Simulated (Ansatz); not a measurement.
## NiGe (Pnma): band-structure transport figures

Consider the following.

```xyz
8
Lattice="5.3360 0.0000 0.0000 0.0000 3.4284 0.0000 0.0000 0.0000 5.7301" Properties=species:S:1:pos:R:3 pbc="T T T"
Ni     2.7051     0.8571     3.9462
Ni     2.6309     2.5713     1.7840
Ni     5.2989     2.5713     1.0811
Ni     0.0371     0.8571     4.6490
Ge     3.6755     0.8571     0.5039
Ge     1.6605     2.5713     5.2262
Ge     4.3285     2.5713     3.3690
Ge     1.0075     0.8571     2.3611
```

Calculation: PBEsol, rigid bands (plane waves, PAW, scalar-relativistic; Ansatz, an electronic-structure program). Geometry: cell and atoms relaxed with PBEsol.

```
Item                                                                   Result
------------------------------------  ---------------------------------------
density of states at the Fermi level        2.26 states/(eV·cell), both spins
bare Sommerfeld coefficient                         0.67 mJ/(mol of atoms·K²)
Drude plasma energy                              5.2 (x), 5.4 (y), 4.5 (z) eV
root-mean-square Fermi velocity                                     6.8e5 m/s
resistivity times τ                   17.9 (x), 16.5 (y), 24 (z) ×10⁻²² Ω·m·s
```

A metal at this level (no band gap); rigid bands, thermally averaged at 300 K, both spins. Spin-orbit coupling is left out. τ is one relaxation time for all states.

Formula and space group known from diffraction (Crystallography Open Database), not checked to be the room-temperature form: NiGe (Pnma). Treated as nonmagnetic (a ferromagnetic start lost its moment, other orders weren't tried): NiGe (Pnma).
